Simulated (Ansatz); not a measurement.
The parent structure is C in the graphite type structure (space group P6_3/mmc, No. 194; layered, stacked along the Cartesian z axis).

```yaml
crystal:
  lattice:
    - [2.45537, 0.00000, 0.00000]
    - [-1.22769, 2.12641, 0.00000]
    - [0.00000, 0.00000, 6.67102]
  atoms:
    - { symbol: C, position: [0.00000, 0.00000, 0.25000] }
    - { symbol: C, position: [0.00000, 0.00000, 0.75000] }
    - { symbol: C, position: [0.33333, 0.66667, 0.25000] }
    - { symbol: C, position: [0.66667, 0.33333, 0.75000] }
```

Level of theory: r2SCAN+rVV10/PAW in Ansatz (a quantum-chemistry and plane-wave program), without spin-orbit coupling.

For the base:

| Item | Value |
|---|---|
| c/a ratio | 2.717 |
| Shortest interatomic distance | 1.418 Å |

Now apply this change: a hydrostatic pressure of 0.3 GPa.

### Question
How does this affect the c/a ratio and shortest interatomic distance?

### Answer
The c/a ratio falls by 0.018 (2.717 → 2.699); the shortest interatomic distance is nearly the same (1.418 Å against 1.417 Å).

The mesh was chosen for an insulator and is coarse for the gapless case. Load acts through the strain it causes; cell and atoms are relaxed under it. No phonon test of stability was made.
